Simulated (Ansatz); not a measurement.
Consider SiO2 in the rutile structure (space group P4_2/mnm, No. 136).

```
SiO2
1.0
    4.23608     0.00000     0.00000
    0.00000     4.23608     0.00000
    0.00000     0.00000     2.69045
Si O
2 4
Direct
  0.00000   0.00000   0.00000
  0.50000   0.50000   0.50000
  0.30698   0.30698   0.00000
  0.80698   0.19302   0.50000
  0.19302   0.80698   0.50000
  0.69302   0.69302   0.00000
```

Cartesian axes are those of the cell as printed.

Level of theory: Ansatz (a first-principles code) PBE, without spin-orbit coupling.

Strains are applied to the cell and any free atomic positions relax; under biaxial strain the out-of-plane vector relaxes too.

One change was made to it. Results:

The hole mass becomes 2.1 mₑ out of plane, 1.1 mₑ in plane (at Γ) (base: 1.9 mₑ along c, 1.1 mₑ across (at Γ)); the volume per atom goes up by 0.07 Å³ to 8.12 Å³; the valence-band top at Γ (three highest levels, from the VBM) goes from 0.00, -0.85, -0.85 eV to 0.00, -0.84, -0.84 eV.

Which change produced these results?
(A) biaxial strain +2.40 %, plane normal [001], relaxed out of plane
(B) biaxial strain +1.80 %, plane normal [001], relaxed out of plane
(C) biaxial strain +0.60 %, plane normal [001], relaxed out of plane
(D) biaxial strain +3.00 %, plane normal [001], relaxed out of plane

C, biaxial strain +0.60 %, plane normal [001], relaxed out of plane. For comparison, the valence-band top at Γ in the other runs: biaxial strain +3.00 %, plane normal [001], relaxed out of plane gives 0.00, -0.79, -0.79 eV; biaxial strain +1.80 %, plane normal [001], relaxed out of plane gives 0.00, -0.82, -0.82 eV; biaxial strain +2.40 %, plane normal [001], relaxed out of plane gives 0.00, -0.80, -0.80 eV.

The levels and masses belong to the bands next to the band gap. Effective masses come from finite differences of ±0.01 Å⁻¹. Whether these cells are dynamically stable was not tested.
